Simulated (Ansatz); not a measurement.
**YB12: response to strain**

The parent structure is YB12 (space group Fm-3m, No. 225; a = 7.457 Å). Axes: x, y, z lie along the cube axes.

Strains are applied to the cell and any free atomic positions relax.

All numbers come from PBEsol/PAW in Ansatz (a quantum-chemistry and plane-wave program), no spin-orbit coupling.

Notes on the quantities. pressure: mean of the normal stresses, compression positive.

```
change                          shortest interatomic distance       space group  pressure
------------------------------  -----------------------------  ----------------  --------
base                                                  1.712 Å   Fm-3m (No. 225)   0.0 GPa
uniaxial strain ε_xx = +2.13 %                            [?]  I4/mmm (No. 139)       [?]
tensor shear ε_xz = +1.01 %                               [?]     Immm (No. 71)   0.1 GPa
tensor shear ε_xz = −0.91 %                           1.695 Å     Immm (No. 71)   0.1 GPa
```

Question: Complete the table.

Answer: 
- uniaxial strain ε_xx = +2.13 %, shortest interatomic distance: 1.723 Å
- uniaxial strain ε_xx = +2.13 %, pressure: -4.5 GPa
- tensor shear ε_xz = +1.01 %, shortest interatomic distance: 1.693 Å

Whether these cells are dynamically stable was not tested. All final runs are without spin polarisation. An odd electron count without spin: YB12.
